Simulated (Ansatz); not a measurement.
**A computed series for WSi2: response to strain**

Take WSi$_{2}$ (space group I4/mmm, No. 139; a = 3.202 Å, c = 7.818 Å; relaxed with 0.1 eV smearing) as the base. Axes: x, y, z lie along a, b, c of the conventional cell.

Strains are applied to the cell and any free atomic positions relax.

The values are results of DFT with PBEsol, PAW potentials and a 420 eV plane-wave cutoff in Ansatz (a program for electronic structure), scalar-relativistic without spin-orbit coupling, not measurements.

Notes on the quantities. pressure: mean of the normal stresses, compression positive; energy relative to the base: free energy F.

```
case                            pressure  energy relative to the base  volume per atom
------------------------------  --------  ---------------------------  ---------------
base                             0.0 GPa                   0 meV/atom         13.36 Å³
uniaxial strain ε_zz = −3.00 %   8.6 GPa                 +23 meV/atom         12.96 Å³
uniaxial strain ε_zz = −2.50 %         ?                            ?         13.03 Å³
uniaxial strain ε_zz = −2.00 %   5.5 GPa                +9.8 meV/atom         13.09 Å³
uniaxial strain ε_zz = −0.50 %   1.3 GPa                +0.6 meV/atom         13.30 Å³
uniaxial strain ε_zz = +0.50 %  -1.2 GPa                +0.6 meV/atom         13.43 Å³
uniaxial strain ε_zz = +1.50 %  -3.6 GPa                +5.0 meV/atom         13.56 Å³
uniaxial strain ε_zz = +2.00 %  -4.6 GPa                +8.7 meV/atom         13.63 Å³
uniaxial strain ε_zz = +2.50 %  -5.7 GPa                 +13 meV/atom         13.70 Å³
uniaxial strain ε_zz = +3.00 %  -6.7 GPa                 +19 meV/atom         13.76 Å³
```

Q: What belongs in the blanks?

A: 
- uniaxial strain ε_zz = −2.50 %, pressure: 7.0 GPa
- uniaxial strain ε_zz = −2.50 %, energy relative to the base: +16 meV/atom

Whether these cells are dynamically stable was not tested. The final runs are not spin-polarised.
